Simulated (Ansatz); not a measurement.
Take ZnO in the wurtzite structure (space group P6_3mc, No. 186) as the base.

```yaml
crystal:
  lattice:
    - [3.23518, 0.00000, 0.00000]
    - [-1.61759, 2.80175, 0.00000]
    - [0.00000, 0.00000, 5.21141]
  atoms:
    - { symbol: Zn, position: [0.66667, 0.33333, 0.00241] }
    - { symbol: Zn, position: [0.33333, 0.66667, 0.50241] }
    - { symbol: O, position: [0.66667, 0.33333, 0.62279] }
    - { symbol: O, position: [0.33333, 0.66667, 0.12279] }
```

Cartesian axes are those of the cell as printed.

Computed with Ansatz (a program for electronic structure), r2SCAN, PAW, cutoff 500 eV, no spin-orbit coupling.

Before the change:

Pressure: 0.00 GPa
Valence-band top at Γ: 0.00, 0.00, -0.10 eV
Electron mass: 0.19 mₑ (at Γ)

It is then changed as follows: the cell is compressed by 3.46 % along x with no lateral relaxation; the atoms relax in the strained cell.

Task: How does this affect the pressure?

Result: The pressure (mean of the normal stresses, compression positive) goes from zero to 5.56 GPa.

Task: How does this affect the valence-band top at Γ?

Result: The valence-band top at Γ (three highest levels, from the VBM) changes from 0.00, 0.00, -0.10 eV to 0.00, -0.08, -0.15 eV.

Task: How does this affect the hole mass?

Result: The hole mass amounts to 0.23 mₑ along x, 2.6 mₑ along y, 2.9 mₑ along z (at Γ).

Task: Estimate the effect on the electron mass.

Result: The electron mass goes from 0.19 mₑ (at Γ) to 0.20 mₑ along x, 0.20 mₑ along y, 0.19 mₑ along z (at Γ).

The levels and masses belong to the bands next to the band gap. Effective masses come from finite differences of ±0.01 Å⁻¹. No phonon test of stability was made.
